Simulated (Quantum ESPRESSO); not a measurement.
Quantum ESPRESSO run on NbN (Fm-3m, 2 atoms in the cell): self-consistent single point.

Computed with PBE+U, SSSP 1.1.2 efficiency (PBE) pseudopotentials (plane waves; Quantum ESPRESSO).

```xyz
2
Lattice="-2.2144 0.0000 2.2144 0.0000 2.2144 2.2144 -2.2144 2.2144 0.0000" Properties=species:S:1:pos:R:3 pbc="T T T"
Nb    -2.2144     2.2144     2.2144
N      0.0000     0.0000     0.0000
```

Reference input (self-consistent single point, DFT, PBE, plane waves, SSSP 1.1.2 efficiency (PBE) pseudopotentials): ecutwfc = 50 Ry; ecutrho = 400 Ry; occupations = smearing; smearing = gauss; degauss = 0.0036749 Ry; potentials = {Nb: Nb.pbe-spn-kjpaw_psl.0.3.0.UPF, N: N.pbe-n-radius_5.UPF}; K_POINTS = automatic 13 13 13 0 0 0; conv_thr = 1e-11 Ry; mixing_beta = 0.4. This run's input differs from it in these lines:

```diff
@@ -31,2 +31,4 @@
 13 13 13  0 0 0
+HUBBARD {ortho-atomic}
+U Nb-4d 1
```

Log, with long lists cut:

```
     Self-consistent Calculation

     iteration #  1     ecut=    50.00 Ry     beta= 0.40

     =================== HUBBARD OCCUPATIONS ===================
     ------------------------ ATOM    1 ------------------------
     Tr[ns(  1)] =   3.15175
     eigenvalues:
       0.212  0.212  0.384  0.384  0.384

     Number of occupied Hubbard levels =    3.1518

     total energy              =    -354.22649803 Ry
     estimated scf accuracy    <       0.96535361 Ry

     iteration #  2     ecut=    50.00 Ry     beta= 0.40

     total energy              =    -354.48726539 Ry
     estimated scf accuracy    <       0.16102186 Ry

     iteration #  3     ecut=    50.00 Ry     beta= 0.40

     total energy              =    -354.51252714 Ry
     estimated scf accuracy    <       0.00821795 Ry

   [... 10 blocks of this kind left out ...]

     iteration # 14     ecut=    50.00 Ry     beta= 0.40

     total energy              =    -354.51400627 Ry
     estimated scf accuracy    <          5.1E-11 Ry

     iteration # 15     ecut=    50.00 Ry     beta= 0.40
     End of self-consistent calculation

     =================== HUBBARD OCCUPATIONS ===================
     ------------------------ ATOM    1 ------------------------
     Tr[ns(  1)] =   3.90951
     eigenvalues:
       0.314  0.314  0.443  0.443  0.443

     Number of occupied Hubbard levels =    3.9095

     the Fermi energy is    20.2843 ev

!    total energy              =    -354.51400627 Ry
     estimated scf accuracy    <          2.9E-12 Ry
     smearing contrib. (-TS)   =      -0.00006179 Ry
     internal energy E=F+TS    =    -354.51394448 Ry

     Hubbard energy            =       0.08603417 Ry

     convergence has been achieved in  15 iterations

     Forces acting on atoms (cartesian axes, Ry/au):

     atom    1 type  1   force =     0.00000000    0.00000000    0.00000000
     atom    2 type  2   force =     0.00000000   -0.00000000    0.00000000

     Total force =     0.000000     Total SCF correction =     0.000000

          total   stress  (Ry/bohr**3)                   (kbar)     P=      -11.41
  -0.00007758   0.00000000  -0.00000000          -11.41        0.00       -0.00
   0.00000000  -0.00007758  -0.00000000            0.00      -11.41       -0.00
   0.00000000   0.00000000  -0.00007758            0.00        0.00      -11.41

   JOB DONE.
```

The run converged in 15 iterations. Against the reference run the pressure goes from -1.77 to -1.14 GPa.

The starting cell comes from a database of computed structures (which also holds hypothetical and non-ambient phases and stackings), without a prior relaxation at this level. Its lattice was rescaled by a random factor within 2.5 % of one. Spin polarisation is off. The U value is a test value, and with U on an open shell several self-consistent states can exist.

Cost on one core of a shared machine: roughly 30 s.
